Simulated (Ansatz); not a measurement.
Consider SnO$_{2}$ in the rutile structure (space group P4_2/mnm, No. 136; a = 4.7692 Å, c = 3.2120 Å).

All numbers come from PBEsol in Ansatz (plane waves to 420 eV, PAW, spin-orbit coupling left out).

```csv
level,lattice parameter a,lattice parameter c
PBEsol,4.769 Å,3.212 Å
```

Measured: lattice parameter a 4.73735 Å (room temperature; as listed in Zenji Hiroi, Progress in Solid State Chemistry (2015)); lattice parameter c 3.1864 Å (room temperature; as listed in Zenji Hiroi, Progress in Solid State Chemistry (2015)).

Computed minus measured — lattice parameter a: PBEsol +0.7 %; lattice parameter c: PBEsol +0.8 %. Measured values not marked as corrected hold thermal and zero-point effects that the static-lattice runs lack.

Stability against distortions was not tested.

Ansatz is a program for electronic structure.
